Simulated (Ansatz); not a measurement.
The decay constant κ of evanescent states in the gap governs leakage through a thin film.

Given:

```yaml
crystal:
  lattice:
    - [3.18693, 0.00000, 0.00000]
    - [0.00000, 3.18693, 0.00000]
    - [1.59347, 1.59347, 2.25350]
  atoms:
    - { symbol: Ga, position: [0.00000, 0.00000, 0.00000] }
    - { symbol: N, position: [0.25000, 0.75000, 0.50000] }
```

The cell is taken as given; by r2SCAN it stands under a pressure of -1.2 GPa.

Transport runs along the normal of the first two printed cell vectors, the (001) plane of the conventional cell.

No gap correction and no spin-orbit coupling; mid-gap is the computed energy nearest the middle.

Task: Estimate the band gap and the smallest decay constant κ at mid-gap that r2SCAN run with Ansatz (a quantum-chemistry and plane-wave program) returns for this system.

Result: Gap 2.13 eV on a 14×14×14 mesh; κ = 0.154 1/Å, at the zone centre.
